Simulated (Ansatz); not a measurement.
**BAs: response to strain**

Start from BAs in the zinc blende structure (space group F-43m, No. 216).

```
BAs
1.0
    0.00000     2.39196     2.39196
    2.39196     0.00000     2.39196
    2.39196     2.39196     0.00000
As B
1 1
Direct
  0.25000   0.25000   0.25000
  0.00000   0.00000   0.00000
```

Cartesian axes are those of the cell as printed.

Strains are applied to the cell and any free atomic positions relax; under biaxial strain the out-of-plane vector relaxes too; under stress the whole cell relaxes.

The values are results of Ansatz (an electronic-structure program) r2SCAN, scalar-relativistic without spin-orbit coupling, not measurements.

| case | smallest direct gap | volume per atom | band gap |
|---|---|---|---|
| base | 3.44 eV | 13.69 Å³ | 1.38 eV |
| biaxial strain −2.40 %, plane normal [001], relaxed out of plane | 3.28 eV | 13.18 Å³ | 1.05 eV |
| biaxial strain −2.16 %, plane normal [001], relaxed out of plane | 3.29 eV | 13.23 Å³ | 1.08 eV |
| biaxial strain +2.27 %, plane normal [110], relaxed out of plane | 3.00 eV | 14.24 Å³ | 1.22 eV |
| isotropic strain −0.71 % | 3.46 eV | 13.40 Å³ | 1.36 eV |
| uniaxial strain ε_xx = +1.28 % | 3.35 eV | 13.86 Å³ | 1.29 eV |
| tensor shear ε_xy = −0.66 % | 3.28 eV | 13.68 Å³ | 1.31 eV |
| uniaxial stress, 2 GPa tension along z | [?] | [?] | 1.31 eV |
| tensor shear ε_yz = +0.55 % | 3.31 eV | 13.69 Å³ | 1.32 eV |
| uniaxial stress, 8 GPa compression along x | 3.04 eV | 13.44 Å³ | 0.77 eV |

Q: Some entries are withheld; estimate them.

A: 
- uniaxial stress, 2 GPa tension along z, smallest direct gap: 3.38 eV
- uniaxial stress, 2 GPa tension along z, volume per atom: 13.75 Å³

A biaxial case was relaxed in a doubled cell and then solved in the primitive one. Beyond what the load breaks, stability against distortions was not tested.
